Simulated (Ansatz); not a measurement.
ScAl3 (Pm-3m): band-structure transport figures

```
Al3Sc
1.0
    4.10618     0.00000     0.00000
    0.00000     4.10618     0.00000
    0.00000     0.00000     4.10618
Sc Al
1 3
Direct
  0.00000   0.00000   0.00000
  0.50000   0.00000   0.50000
  0.00000   0.50000   0.50000
  0.50000   0.50000   0.00000
```

Computed with PBE, rigid bands (plane waves, PAW, scalar-relativistic; Ansatz, a quantum-chemistry and plane-wave program). Condition of this run: functional PBE, cell relaxed with it. Geometry: cell and atoms relaxed with PBE.

The density of states at the Fermi level comes out as 1.28 states/(eV·cell), both spins, the bare Sommerfeld coefficient is 0.75 mJ/(mol of atoms·K²) and the drude plasma energy comes out as 5.7 eV. The root-mean-square Fermi velocity comes out as 8.2e5 m/s. The resistivity times τ comes out as 15.0 ×10⁻²² Ω·m·s.

A metal at this level (no band gap); rigid bands, thermally averaged at 300 K, both spins. Spin-orbit coupling is left out. τ is one relaxation time for all states.

Computed structure, not matched to a measured one here, so possibly hypothetical: ScAl3 (Pm-3m).
